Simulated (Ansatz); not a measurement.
Consider Mg in the bcc (W type) structure (space group Im-3m, No. 229; a = 3.5563 Å; a cell from a computed database, its experimental status unchecked). Axes: x, y, z lie along the cube axes.

Method: Kohn–Sham DFT with the PBEsol functional, run in Ansatz (a program for electronic structure) with PAW and 420 eV plane waves, no SOC.

For the base:

The shortest interatomic distance comes out as 3.080 Å. The band gap is zero.

Modification: a free-standing slab of 4 layers (4 atoms, 1 a layer) is cut normal to [110], with 15 Å of vacuum and the in-plane cell held at bulk.

Estimate the effect on the change of the spacing d12 from its bulk value of 2.515 Å, excess energy per area of both faces, change of the spacing d23 from its bulk value of 2.515 Å, shortest interatomic distance and band gap.

The change of the spacing d12 from its bulk value of 2.515 Å is +1.6 %; the excess energy per area of both faces (slab less bulk energy over the cell's area: twice a surface energy) amounts to 1.3 J/m² (uncertain by up to 0.07 J/m²); the change of the spacing d23 from its bulk value of 2.515 Å comes out as +0.6 %; the shortest interatomic distance is still 3.080 Å; the band gap is still zero.

Slab and bulk use different k-meshes, which limits the precision of the excess energy. Whether these cells are dynamically stable was not tested. This is not the structure that Mg has at room temperature and ambient pressure.
